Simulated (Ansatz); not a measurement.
The starting structures come from a database of crystals and need not be the phases stable at ambient conditions.

Inside the gap of an insulator the Bloch states are evanescent, with a wavenumber k + iκ along the transport direction.

Data:

```
BeS
1.0
    3.44382     0.00000     0.00000
    0.00000     4.87030     0.00000
    1.72191    -2.43515     1.72191
Be S
1 1
Direct
  0.00000   0.00000   0.00000
  0.50000   0.75000   0.00000
```

The cell is taken as given.

Transport runs along the normal of the first two printed cell vectors, the (110) plane of the conventional cell.

The gap is the functional's own, uncorrected, and κ follows it; spin-orbit coupling is left out. Mid-gap means the computed energy nearest the middle.

Question: State the band gap and the smallest decay constant κ at mid-gap according to r2SCAN in Ansatz (a quantum-chemistry and plane-wave program).

Answer: Gap 3.59 eV on a 18×18×18 mesh; κ = 0.264 1/Å, at the zone centre.
